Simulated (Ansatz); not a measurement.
Results of PBEsol (Ansatz, a program for electronic structure, plane waves, PAW) for rock-salt LaTe.

Numerical settings: plane-wave cutoff 520 eV, 16×16×16 k mesh, Fermi–Dirac smearing 0.05 eV, scalar-relativistic PAW data made under PBE.

Pressure at four volumes; x = ln(V/32.625 Å³). One pressure is withheld.

| V (Å³/atom) | x | P (GPa) |
|---|---|---|
| 30.667 | -0.0619 | ? |
| 31.320 | -0.0408 | 2.76 |
| 32.625 | 0.0000 | 0.00 |
| 34.582 | 0.0583 | -3.15 |

### Question
Pass a parabola P(x) through the three rows shown, estimate the bulk modulus and its pressure derivative near zero pressure, and predict the withheld pressure.

### Answer
Slopes between the rows: (0.00 − (2.76))/(0.0000 − (-0.0408)) = -67.65 and (-3.15 − (0.00))/(0.0583 − (0.0000)) = -54.03 GPa. Their difference over the span 0.0991 is c = 13.62/0.0991 = 137.4 GPa, so P(x) = 2.76 + (-67.65)(x − (-0.0408)) + 137.4 (x − (-0.0408))(x − (0.0000)). At the middle row B = −dP/dx = −[-67.65 + 137.4 × 0.0408] = 62.0 GPa, and B′ = dB/dP = 2c/B = 4.4. At x = -0.0619 the parabola gives 4.37 GPa; the run gives 4.39 GPa. The Birch–Murnaghan fit to the energies at all volumes has B0 = 61.7 GPa and B′ = 4.5.

Spin–orbit coupling is not included.
